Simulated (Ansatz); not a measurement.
C: stress against strain

C (diamond, Fd-3m, 5.507 Å³/atom at rest, cube axes along x, y and z) under a strain ε along a cube axis (axis z), the other axes held. LDA in Ansatz, a plane-wave DFT program (PAW, default set), 420 eV, 16×16×16 Γ-centred mesh, Fermi-Dirac smearing 0.05 eV; ions are relaxed within the symmetry of each cell. Stress is positive for a compressed cell.

Here s stands for strain and y for stress zz.

| strain (%) | stress zz (GPa) |
|---|---|
| -1.50 | 16.88 |
| -1.00 | 11.18 |
| -0.50 | 5.55 |
| 0.00 | 0.00 |
| 0.50 | -5.50 |
| 1.00 | -10.91 |
| 1.50 | -16.26 |
| 3.00 | ? |

Taking a straight line for y over the 7 complete rows: Means: s 0, y 0.134. About the means, the sum of products is -77.325 and the sum of squares of s is 7.0000; the slope is their ratio. Least squares gives y = 0.134 - 11.0464·s. Residuals (row less fit): 0.176, 0.000, -0.107, -0.134, -0.111, 0.002, 0.176; standard error 0.144 (degrees of freedom: 5). The slope gives the elastic constant C11 = 1105 ± 5 GPa.

Problem. What does the fit predict for y at s = 3.00, and how far is the calculated value from it?

Solution. y = 0.134 - 11.0464 × 3.0 = -33.005 GPa. The calculation gives -31.87 GPa, 1.135 GPa above the prediction (2.3 % of the range of y in the table). The row lies outside the fitted rows, so this is an extrapolation. From the scatter of the fitted rows alone, a prediction at this place has a standard error of 0.224 GPa, so the miss is 5.1 times that.

One order more, fitted to all 13 runs of the series, follows each within 0.01, so the miss is the next term of a smooth law. Rows are the converged runs of the series near zero and its far end; series whose fitted rows scatter by over a few per cent of the range, as at a crossing or softening among them, aren't shown in this form. Most that stay on the fit to the last digits aren't either.
